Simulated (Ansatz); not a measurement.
Base system: TaN in the rock salt structure (space group Fm-3m, No. 225; a = 4.375 Å).

Modification: full substitution Ta → Y; the structure is relaxed again.

Levels (all Ansatz, a program for electronic structure, PAW, earlier PAW set): PBEsol (420 eV, no SOC); r2SCAN (500 eV, no spin-orbit coupling).

The geometry is relaxed with PBEsol.

| Property | Value |
|---|---|
| PBEsol hole mass | 0.16, 0.99, 0.99 mₑ (at Γ) |
| PBEsol lowest conduction level above the VBM at special points | X 0.07 eV; U 2.42 eV; K 2.42 eV; Γ 3.13 eV |
| PBEsol pressure | 0.00 GPa |

Question: How does going to r2SCAN change the hole mass, lowest conduction level above the VBM at special points and pressure?

Answer: The hole mass (degenerate bands, along [100]) goes from 0.16, 0.99, 0.99 mₑ (at Γ) to 0.17, 1.1, 1.1 mₑ (at Γ); the lowest conduction level above the VBM at special points changes from X 0.07 eV; U 2.42 eV; K 2.42 eV; Γ 3.13 eV to X 0.54 eV; U 2.88 eV; K 2.88 eV; Γ 3.59 eV; the pressure goes from zero to 4.32 GPa.

Single points use the geometry relaxed with PBEsol. Their cutoffs differ, which shifts pressures a little. The levels and masses belong to the bands next to the band gap. Masses are band curvatures over ±0.01 Å⁻¹ around the edge. Stability against distortions was not tested. The final runs are not spin-polarised. This is not the structure that TaN has at room temperature and ambient pressure.
